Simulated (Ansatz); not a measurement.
Functionals compared on NH2 on the 1x1 (110) surface of zinc-blende GaAs (cut with top plane As + Ga), one in a 2x1 cell, started at the site 'bridge As-Ga (span 5.0 Å)', in Ansatz (plane waves, PAW). The structure was relaxed with PBE; the other rows are single points on it, each with its references at the same level. Cutoff 420 eV (500 eV for r2SCAN). The points keep PBE's geometry, so the relaxation of a polaron and the settling of charge on one site are left out.

Host crystal: zinc-blende GaAs, with a band gap (PBE, scalar-relativistic without spin-orbit coupling).

Model: 23-atom slab, 8.6 Å thick at the start under the adsorbate (thin: gaps and levels are the slab's own), 3x4x1 mesh, Fermi-Dirac 0.01 eV, dipole correction, 8 atoms held, the rest relaxed; no symmetry held; spin-polarised, ending with about 0.8 μB a cell, a value that depends on the mesh; orders that need a larger cell were not tried, no spin-orbit, no U, no dispersion correction. The slab shows no gap over 0.04 eV on its mesh. At the end it is bonded to Ga. In PBE it is, or lies within 0.03 eV of, the lowest of the starts that converged. These notes are the PBE run's. r2SCAN: The program's check for a lower electronic state was not made. Adsorption energies are against NH3(g) − ½ H2(g). A negative adsorption energy means that the adsorbate is more stable on the surface than in its reference.

```json
[
 {"functional": "PBE", "adsorption energy (eV)": "0.83", "work function of the top face (eV)": "4.83", "rough cost of the single point": "–"},
 {"functional": "RPBE", "adsorption energy (eV)": "0.96", "work function of the top face (eV)": "4.74", "rough cost of the single point": "very roughly 9 core-minutes"},
 {"functional": "r2SCAN", "adsorption energy (eV)": "0.74", "work function of the top face (eV)": "4.92", "rough cost of the single point": "roughly 23 core-minutes"}
]
```

Ansatz is a program for electronic structure.
